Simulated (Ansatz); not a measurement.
Adsorption energy and surface dipole of Cl on the 1x1 (110) surface of 3C silicon carbide (cut with top plane C + Si), one in a 2x2 cell, started at the site 'bridge C-Si (span 3.9 Å)', worked from the runs' numbers; total energies count from the potentials' own zero.

Host crystal: 3C silicon carbide, with a band gap (PBE, scalar-relativistic without spin-orbit coupling).

These are PBE (plane waves to 420 eV, PAW; Ansatz, a quantum-chemistry and plane-wave program) values and carry that method's errors.

Slab: 49 atoms, 7.7 Å thick at the start under the adsorbate (thin: gaps and levels are the slab's own); k 3x3x1, smearing 0.01 eV, dipole-corrected; 24 atoms held, the rest relaxed; no symmetry held; spin-polarised, ending with about 1.0 μB a cell; orders that need a larger cell were not tried, no spin-orbit, no U, no dispersion correction. At the end it is bonded to Si. In PBE it is, or lies within 0.03 eV of, the lowest of the starts that converged.

| quantity | value |
|---|---|
| slab with the adsorbate | -22353.451 eV |
| clean slab, same cell and mesh | -21272.177 eV |
| reference, ½ Cl2(g) | -1079.444 eV |
| area of the cell | 54.26 Å² |
| change of the step from the bottom to the top vacuum level | 0.286 eV |

What is the adsorption energy against this reference?

E(slab + adsorbate) − E(slab) − E(reference) = -1.83 eV, so in this state the adsorbate is more stable than in the reference, at a coverage of 1.84 a nm².

What dipole does adsorption add to the slab along the outward normal (Helmholtz relation, ε₀ = 0.005526 e/(V·Å))?

p = −ε₀·A·ΔV = -0.086 e·Å = -0.41 D; its negative end points to the vacuum, which raises the vacuum level.
